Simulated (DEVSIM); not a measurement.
Structure: Schottky contact on n-type Si, at 300 K.

```csv
layer (left to right),material,thickness (μm),Nd (cm⁻³),τn (s),τp (s)
1,Si,0.310,7.7e16,5.8e-5,5.8e-5
2,Si,5.20,9.7e17,5.8e-5,5.8e-5
```

Left contact: Schottky, work function 4.47 eV, emission velocity 2.6e6 cm/s. Right contact: ohmic. Voltage is applied to the left contact. Recombination: SRH at mid-gap. Mobility is μmin + (μ − μmin)/(1 + (N/Nref)^α).

The device is made up for the run: typed textbook-type constants, with dimensions and the other settings drawn at random. Values at 300 K.

| parameter | Si |
|---|---|
| gap (eV) | 1.124 |
| affinity (eV) | 4.05 |
| permittivity | 11.7 |
| Nc (cm⁻³) | 2.86e19 |
| Nv (cm⁻³) | 3.1e19 |
| μn (cm²/Vs) | 1417 |
| μp (cm²/Vs) | 470 |
| μn,min | 52 |
| μp,min | 45 |
| Nref,n | 9.7e16 |
| Nref,p | 2.2e17 |
| αn | 0.68 |
| αp | 0.72 |

Simulated with DEVSIM: 1D drift-diffusion, Boltzmann statistics, complete ionisation; no tunnelling, impact ionisation, image-force lowering or self-heating. Metal contacts follow the ideal Schottky-Mott rule: no Fermi-level pinning, no interface dipoles.

The metal work function was swept, all else fixed.

```json
[
 {"metal work function (eV)": "4.32", "potential step across the device at zero bias (V)": "0.183"},
 {"metal work function (eV)": "4.37", "potential step across the device at zero bias (V)": "0.233"},
 {"metal work function (eV)": "4.42", "potential step across the device at zero bias (V)": "0.283"},
 {"metal work function (eV)": "4.47", "potential step across the device at zero bias (V)": "0.333"},
 {"metal work function (eV)": "4.52", "potential step across the device at zero bias (V)": "0.383"},
 {"metal work function (eV)": "4.57", "potential step across the device at zero bias (V)": "0.433"},
 {"metal work function (eV)": "4.62", "potential step across the device at zero bias (V)": "0.483"},
 {"metal work function (eV)": "4.67", "potential step across the device at zero bias (V)": "0.533"}
]
```

From the first row to the last the potential step across the device at zero bias goes from 0.183 to 0.533.
